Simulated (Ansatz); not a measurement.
MgCdS₂ (model structure, started from the ScAlN2 type, P3m1, No. 156, 4 atoms in the cell) was calculated with HSE06 (plane waves, PAW; Ansatz, a quantum-chemistry and plane-wave program).

Numerical settings: plane-wave cutoff 460 eV, 9×9×4 k mesh (along the axes of the cell as run), Fermi–Dirac smearing 0.01 eV, scalar-relativistic PAW data made under PBE.

Cell (relaxed with PBEsol):

```cif
data_CdMgS2
_chemical_formula_sum 'Cd1 S2 Mg1'
_space_group_name_H-M_alt 'P3m1'
_space_group_IT_number 156
_space_group_name_Hall 'P 3 -2"'
_cell_length_a 4.07455
_cell_length_b 4.07455
_cell_length_c 6.57320
_cell_angle_alpha 90.000
_cell_angle_beta 90.000
_cell_angle_gamma 120.000
loop_
_atom_site_label
_atom_site_type_symbol
_atom_site_symmetry_multiplicity
_atom_site_Wyckoff_symbol
_atom_site_fract_x
_atom_site_fract_y
_atom_site_fract_z
_atom_site_occupancy
Cd1 Cd 1 b 0.33333 0.66667 0.00640 1
S1 S 1 b 0.33333 0.66667 0.39029 1
Mg1 Mg 1 c 0.66667 0.33333 0.50006 1
S2 S 1 c 0.66667 0.33333 0.87325 1
```

Question: Give the computed band gap.

Answer: 
* **band gap**: 3.08 eV (on the SCF k mesh)

Note: the relaxation could raise the start's symmetry but not lower it, so the cell can be a saddle point; cell and atoms aren't relaxed at this level (largest force component 0.14 eV/Å, pressure 1.2 GPa).

Spin–orbit coupling is not included.

Computed values are for the static lattice.

The result took around 4 core-minutes (rough).

A model structure was made by putting elements into a prototype or built by hand; it is no filed structure, need not be a known phase, and can be a saddle point held by its symmetry.
